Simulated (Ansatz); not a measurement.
## Rh: response to strain

Start from Rh in the fcc (Cu type) structure (space group Fm-3m, No. 225; a = 3.802 Å; relaxed with 0.1 eV smearing). Axes: x, y, z lie along the cube axes.

Strains are applied to the cell and any free atomic positions relax; under biaxial strain the out-of-plane vector relaxes too.

Computed with r2SCAN/PAW in Ansatz (a program for electronic structure), scalar-relativistic without spin-orbit coupling.

Candidates:
(a) biaxial strain −1.10 %, plane normal [110], relaxed out of plane
(b) tensor shear ε_yz = +0.42 %
(c) uniaxial strain ε_xx = +3.24 %

Notes on the quantities. energy relative to the base: free energy F.

Problem. Order them by energy relative to the base, lowest first.

Solution. (b) tensor shear ε_yz = +0.42 % (+0.6 meV/atom), (a) biaxial strain −1.10 %, plane normal [110], relaxed out of plane (+6.1 meV/atom), (c) uniaxial strain ε_xx = +3.24 % (+19 meV/atom)

Whether these cells are dynamically stable was not tested. All final runs are without spin polarisation. Rh lies near a magnetic instability that expansion can trigger; it was not tested.
